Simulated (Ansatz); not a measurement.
Results of LDA (Ansatz, a quantum-chemistry and plane-wave program, plane waves, PAW) for HoPt2 (Fd-3m, No. 227).

Run with plane-wave cutoff 520 eV, 12×12×12 k mesh, Fermi–Dirac smearing 0.05 eV, spin-polarised with parallel moments, scalar-relativistic PAW data made under PBE.

Computed at the level's own relaxed cell.

Task: Predict the lattice parameter a and bulk modulus.

Result: 
- lattice parameter a = 7.520 Å
- bulk modulus = 187 GPa

The run finds no gap.

Note: the magnetic order was assumed, not searched for or taken from measurement; the 4f shell is treated without U or exact exchange, so its levels and filling can be wrong; the bulk modulus is −V dP/dV from two relaxed cells at ±2 % in volume.

Spin–orbit coupling is not included.

Computed values are for the static lattice.

Cost on a shared machine: around 17 core-minutes (rough).
